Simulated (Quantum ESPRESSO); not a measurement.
Worked example: relaxation of the atoms of P (R-3m, 2 atoms in the cell) in Quantum ESPRESSO.

Method of the run: LDA (PZ), GBRV 1.5 ultrasoft (LDA) pseudopotentials (plane waves; Quantum ESPRESSO).

This input was run:

```fortran
&CONTROL
 calculation = 'relax'
 prefix = 'P'
 outdir = './tmp'
 pseudo_dir = './'
 verbosity = 'high'
 forc_conv_thr = 1.9e-03
/
&SYSTEM
 ibrav = 0
 celldm(1) = 7.03233360
 nat = 2
 ntyp = 1
 ecutwfc = 40
 ecutrho = 200
 occupations = 'smearing'
 smearing = 'gaussian'
 degauss = 0.0073499
/
&ELECTRONS
 conv_thr = 1.0e-11
 mixing_beta = 0.5
/
&IONS
/
ATOMIC_SPECIES
P     30.9738  p_lda_v1.5.uspp.F.UPF
ATOMIC_POSITIONS {crystal}
P     0.24300800    0.24300800    0.24300800
P     0.77292000    0.77292000    0.77292000
K_POINTS {automatic}
11 11 11  0 0 0
CELL_PARAMETERS {alat}
   0.46512742     0.26854144     0.84352948
  -0.46512742     0.26854144     0.84352948
   0.00000000    -0.53708288     0.84352948
```

The program printed (abridged):

```
     Self-consistent Calculation

     iteration #  1     ecut=    40.00 Ry     beta= 0.50

---- Real-time Memory Report at c_bands before calling an iterative solver
            78 MiB given to the printing process from OS
            32 MiB allocation reported by mallinfo(arena+hblkhd)
------------------

     Threshold (ethr) on eigenvalues was too large:
     Diagonalizing with lowered threshold

---- Real-time Memory Report at c_bands before calling an iterative solver
           100 MiB given to the printing process from OS
            62 MiB allocation reported by mallinfo(arena+hblkhd)
------------------

   [... lines left out ...]

---- Real-time Memory Report at c_bands before calling an iterative solver
           103 MiB given to the printing process from OS
            64 MiB allocation reported by mallinfo(arena+hblkhd)
------------------

     total energy              =     -31.12087970 Ry
     estimated scf accuracy    <          1.5E-10 Ry

     iteration #  8     ecut=    40.00 Ry     beta= 0.50

---- Real-time Memory Report at c_bands before calling an iterative solver
           103 MiB given to the printing process from OS
            65 MiB allocation reported by mallinfo(arena+hblkhd)
------------------
     End of self-consistent calculation

     the Fermi energy is     9.4540 ev

!    total energy              =     -31.12087970 Ry
     estimated scf accuracy    <          7.6E-12 Ry
     smearing contrib. (-TS)   =      -0.00010184 Ry
     internal energy E=F+TS    =     -31.12077785 Ry

     convergence has been achieved in   8 iterations

     Forces acting on atoms (cartesian axes, Ry/au):

     atom    1 type  1   force =     0.00000000    0.00000000   -0.03450993
     atom    2 type  1   force =     0.00000000    0.00000000    0.03450993

     Total force =     0.048804     Total SCF correction =     0.000002

     BFGS Geometry Optimization
     Energy error            =      2.4E-03 Ry
     Gradient error          =      3.5E-02 Ry/Bohr

     number of scf cycles    =   1
     number of bfgs steps    =   0

   [... lines left out ...]
     the Fermi energy is     9.8036 ev
!    total energy              =     -31.12532550 Ry
     Total force =     0.000046     Total SCF correction =     0.000000
     bfgs converged in   5 scf cycles and   4 bfgs steps
   [... lines left out ...]
     (criteria: energy <  1.0E-04 Ry, force <  1.9E-03 Ry/Bohr)

     End of BFGS Geometry Optimization

     Final energy             =     -31.1253255014 Ry

     File ./tmp/P.bfgs deleted, as requested
Begin final coordinates

ATOMIC_POSITIONS (crystal)
P                0.2362918159        0.2362918159        0.2362918159
P                0.7796361841        0.7796361841        0.7796361841
End final coordinates

   JOB DONE.
```

The run converged. 

Summary of the result:
- Free energy E − TS = -423.4816 eV
- Fermi level (on the code's own zero) = 9.80 eV
- Relaxation steps = 4

The starting cell comes from a database of computed structures (which also holds hypothetical and non-ambient phases and stackings), without a prior relaxation at this level. Its lattice was rescaled by up to half a per cent. For this run, on top of that: one atom moved by 0.15 angstrom. The relaxation keeps the symmetry of its start, so its end need not be a minimum.

Cost on one core of a shared machine: roughly 70 s.
